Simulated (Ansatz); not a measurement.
The starting structures come from a database of crystals and need not be the phases stable at ambient conditions.

Inside the gap of an insulator the Bloch states are evanescent, with a wavenumber k + iκ along the transport direction.

Input:

```xyz
8
Lattice="7.8845 0.0000 0.0000 -3.9422 6.8282 0.0000 3.9422 2.2761 3.2188" Properties=species:S:1:pos:R:3 pbc="T T T"
V      0.0000     0.0000     0.0000
Cu     3.9422     4.5521     1.6094
Cu     5.9134     1.1380     1.6094
Cu     1.9711     1.1380     1.6094
Se     3.9422     6.8282     2.3498
Se     2.0236     3.3838     2.4356
Se     5.8609     3.3838     2.4356
Se     0.0000     6.8888     2.4356
```

Space group of this cell: P-43m. The cell is taken as given.

Transport runs along the normal of the first two printed cell vectors, the (111) plane of the conventional cell.

The gap is the functional's own. No spin-orbit coupling. Mid-gap values are interpolated on the energy grid.

Q: Estimate the band gap and the smallest decay constant κ at mid-gap that r2SCAN run with Ansatz (an electronic-structure program) returns for this system.

A: Gap 0.99 eV on a 10×10×10 mesh; κ = 0.229 1/Å, at the zone centre.
